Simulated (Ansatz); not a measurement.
An Ansatz (a program for electronic structure) input (PBE (Ansatz), without spin-orbit coupling, earlier PAW set):

Ansatz 0.2 input:
```yaml
crystal:
  lattice:
    - [5.0990487061, 0, 0]
    - [0, 5.0990487061, 0]
    - [0, 0, 7.0866936434]
  atoms:
    - { symbol: Si, position: [0.2940516428, 0.2940516428, 0] }
    - { symbol: Si, position: [0.7940516428, 0.2059483572, 0.75] }
    - { symbol: Si, position: [0.2059483572, 0.7940516428, 0.25] }
    - { symbol: Si, position: [0.7059483572, 0.7059483572, 0.5] }
    - { symbol: O, position: [0.2411007209, 0.0938743189, 0.1744397853] }
    - { symbol: O, position: [0.7411007209, 0.4061256811, 0.5755602147] }
    - { symbol: O, position: [0.2588992791, 0.5938743189, 0.0755602147] }
    - { symbol: O, position: [0.7588992791, 0.9061256811, 0.6744397853] }
    - { symbol: O, position: [0.9061256811, 0.7588992791, 0.3255602147] }
    - { symbol: O, position: [0.4061256811, 0.7411007209, 0.4244397853] }
    - { symbol: O, position: [0.5938743189, 0.2588992791, 0.9244397853] }
    - { symbol: O, position: [0.0938743189, 0.2411007209, 0.8255602147] }
basis: { ecutwfc: 420, ecutrho_ratio: 4, xc_grid: 2, fft_grid_basis: typed }
kpoints: { mp_grid: { grid: [5, 5, 4] } }
hamiltonian:
  xc: pbe
  dispersion: none
  pseudopotentials: { azcp: { folder: ./paw }, kind: paw }
scf: { occupations: { method: fermi_dirac, width: 0.05 } }
relax: { f_tol: 0.005, max_steps: 50, cell: { stress_tol: 0.01, fix: [a, b, gamma] } }
output: { forces: true, stress: true }
checkpoint: { write: state.ck, write_every: 1000 }
```

Which symmetry and how many k-points will the program report, and about how many plane waves at Γ?

Space group P41212 (ITA 92) with 8 operations, k-points 18 of 100, and 3583 plane waves at Γ.

The cells carry an imposed strain or load. No phonon test of stability was made. The cell was made from SiO₂ (space group P4_12_12, No. 92) by this change: biaxial strain +0.32 %, plane normal [001], relaxed out of plane.
